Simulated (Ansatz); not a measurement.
SnS2 (P6₃mc, No. 186; cell taken from a computed entry): band gap by level of theory

No measured value is used here.

```csv
level (code),value (eV),cell (Å³/atom)
LDA (Ansatz),0.84,21.74
PBEsol (Ansatz),1.27,23.39
dielectric-dependent PBEsol hybrid (Ansatz),2.06,23.39
HSE06 (Ansatz),2.17,23.39
PBE0 (Ansatz),2.86,23.39
```

Computed values are for a static lattice. Levels without +SOC have no spin–orbit coupling; where heavier elements are present it shifts gaps, mostly down, and can invert bands.  Values are at the PBEsol cell; LDA at the level's own relaxed cell; PBEsol at the level's own equilibrium cell. Cutoffs and k meshes differ between the levels. Ansatz's density-functional and Hartree–Fock values are scalar-relativistic unless marked +SOC, with PAW data made under PBE.

Ansatz is a first-principles code.
